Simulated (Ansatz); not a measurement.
**PtSe2 with two functionals, Se → S**

Base system: PtSe2 in the CdI2 type structure (space group P-3m1, No. 164; a = 3.7724 Å, c = 4.8183 Å; layered).

(Cell as relaxed with PBE-D3(BJ).)

Levels (all Ansatz, a quantum-chemistry and plane-wave program, PAW): PBE-D3(BJ) (420 eV, scalar-relativistic without spin-orbit coupling); PBEsol-D3(BJ) (420 eV, no spin-orbit coupling).

Each level relaxes its own structure.

```
base                 PBE-D3(BJ)  PBEsol-D3(BJ)
-------------------  ----------  -------------
volume per atom        19.79 Å³       18.68 Å³
lattice parameter a    377.2 pm       373.9 pm
band gap                   zero           zero
```

Now apply this change: full substitution Se → S; the structure is relaxed again.

```tsv
quantity	PBE-D3(BJ)	PBEsol-D3(BJ)
c/a ratio	1.299	___
lattice parameter a	358.4 pm	___
band gap	zero	___
```

Q: Given the PBE-D3(BJ) results, estimate those of PBEsol-D3(BJ).

A: 
- c/a ratio, PBEsol-D3(BJ): 1.232
- lattice parameter a, PBEsol-D3(BJ): 355.9 pm
- band gap, PBEsol-D3(BJ): zero

PBE-D3(BJ)'s c/a ratio lies 0.0676 above PBEsol-D3(BJ)'s; PBE-D3(BJ)'s lattice parameter a lies 2.43 pm above PBEsol-D3(BJ)'s (0.7 %); the two agree on the band gap. The two levels end in clearly different cell shapes (a soft spacing or a collapse), which may drive these differences. Neither level is exact; PBEsol-D3(BJ) is the comparison here, not a measurement.

With Pt present, leaving out spin-orbit coupling can change the band edges. Whether these cells are dynamically stable was not tested. All final runs are without spin polarisation. A zero or small gap of PtS2 and PtSe2 can be the functional's error rather than a property of the material.
